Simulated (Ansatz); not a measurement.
Formation energy of the localised charge states of O interstitial in wurtzite AlN (start: void with 3N nearest; 96-site cell, 2×2×2 shifted sampling) against the Fermi level, N-rich (Δμ(O) = -3.14 eV, bounded by corundum; only phases computed here count, gases as isolated molecules at 0 K). Computed with PBE, PAW (plane waves to 420 eV; Ansatz, an electronic-structure program).

Charges with a result: +1, 0, −1, −2. Others weren't obtained, and one of them could lie lower, also by skipping a charge.

Set-up: 96-site cell; 2×2×2 shifted k-points; host gap 4.03 eV; charged states image-corrected; energies good to tenths of an eV; flagged in the runs: a host whose relaxation on this sampling wasn't shown to rest, a strain field that reaches the edge of the cell.

Left out: charge +1 (level within 0.1 eV of a band edge or past it).

```csv
E_F − E_VBM (eV),q = 0,q = −1,q = −2
0.00,6.88,7.72,9.40
0.50,6.88,7.22,8.39
1.01,6.88,6.71,7.38
1.51,6.88,6.21,6.37
2.02,6.88,5.70,5.37
2.52,6.88,5.20,4.36
3.03,6.88,4.69,3.35
3.53,6.88,4.19,2.34
4.03,6.88,3.69,1.33
```

Crossings of the lowest lines: (0/−1) at 0.84 eV; (−1/−2) at 1.68 eV.
